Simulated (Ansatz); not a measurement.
**Effective masses and thermopower of KTaO3 (Pm-3m)**

Consider the following.

```
CELL_PARAMETERS angstrom
      3.99017     0.00000     0.00000
      0.00000     3.99017     0.00000
      0.00000     0.00000     3.99017
ATOMIC_POSITIONS crystal
  K  0.50000 0.50000 0.50000
  Ta 0.00000 0.00000 0.00000
  O  0.00000 0.50000 0.00000
  O  0.50000 0.00000 0.00000
  O  0.00000 0.00000 0.50000
```

These are r2SCAN with spin-orbit coupling, rigid bands (plane waves, PAW; Ansatz, an electronic-structure program) values and carry that method's errors. How the cell was made: cell and atoms relaxed with r2SCAN.

```
Property                                            Value
--------------------------------------------  -----------
band gap                                          2.48 eV
electron conductivity mass (300 K, dilute)        0.48 mₑ
hole conductivity mass (300 K, dilute)             2.0 mₑ
effective density of states N_c (300 K)       1.9e19 cm⁻³
effective density of states N_v (300 K)       4.3e20 cm⁻³
density-of-states mass, electrons                 0.82 mₑ
density-of-states mass, holes                      6.6 mₑ
Seebeck coefficient, n-type 1e19 cm⁻³, 300 K    -282 μV/K
Seebeck coefficient, p-type 1e19 cm⁻³, 300 K     554 μV/K
```

Rigid bands; masses and Seebeck coefficients take one relaxation time τ for all states and one kind of carrier; polarons and phonon drag are left out.
